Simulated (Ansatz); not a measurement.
## Pressure series in YN

Consider YN in the rock salt structure (space group Fm-3m, No. 225).

```
YN
1.0
    0.00000     2.44783     2.44783
    2.44783     0.00000     2.44783
    2.44783     2.44783     0.00000
N Y
1 1
Direct
  0.00000   0.00000   0.00000
  0.50000   0.50000   0.50000
```

Cell and atoms are relaxed at each pressure.

Calculations: r2SCAN, PAW, 500 eV (Ansatz, an electronic-structure program; scalar-relativistic without spin-orbit coupling).

```tsv
P (GPa)	V (Å³/atom)
-2.01	14.847
-1.01	14.756
3.00	14.419
7.01	14.118
14.98	13.600
30.01	12.828
50.01	12.051
```

Task: Fit a third-order Birch–Murnaghan equation of state.

Result: Least squares on P(V) = (3B₀/2)[(V₀/V)^(7/3) − (V₀/V)^(5/3)]·[1 + (3/4)(B₀′ − 4)((V₀/V)^(2/3) − 1)] gives V₀ = 14.67 Å³/atom, B₀ = 170 GPa and B₀′ = 4.1.

Between the base and pressure 15 GPa the gap moves from 0.58 eV to 0.44 eV, a mean slope of -9.3 meV/GPa.

Load acts through the strain it causes; cell and atoms are relaxed under it. Whether these cells are dynamically stable was not tested. No other phases were tried under pressure.
